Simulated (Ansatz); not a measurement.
# SnSe2: pressure 4.5 GPa

The parent structure is SnSe₂ in the CdI2 type structure (space group P-3m1, No. 164; a = 3.840 Å, c = 6.006 Å; layered, stacked along the Cartesian z axis).

Now apply this change: cell and atoms relaxed at a pressure of 4.5 GPa.

Level of theory: plane-wave PAW DFT at the PBE-D3(BJ) level (Ansatz, a quantum-chemistry and plane-wave program, 420 eV), scalar-relativistic without spin-orbit coupling. Γ-centred 10×10×6 mesh, Fermi–Dirac width 0.05 eV.

| quantity | base | changed | shift |
|---|---|---|---|
| volume per atom | 25.57 Å³ | 23.07 Å³ | -2.494 Å³ |
| density | 5.99 g/cm³ | 6.64 g/cm³ | +0.65 g/cm³ |
| lattice parameter a | 3.840 Å | 3.786 Å | -0.054 Å |
| c/a ratio | 1.564 | 1.473 | -0.091 |
| enthalpy H = E + PV relative to the base's energy | – | +0.68 eV/atom | – |
| band gap | 0.36 eV | zero | – |

Cost of the whole job for the changed cell (relaxation, final SCF and bands): roughly 22 core-seconds.

A case with no gap was solved on a k-mesh chosen for an insulator, which is coarse for it. Load acts through the strain it causes; cell and atoms are relaxed under it. Whether these cells are dynamically stable was not tested. All final runs are without spin polarisation. The zero or small gap of SnSe2 under pressure 4.5 GPa can change with the level of theory.
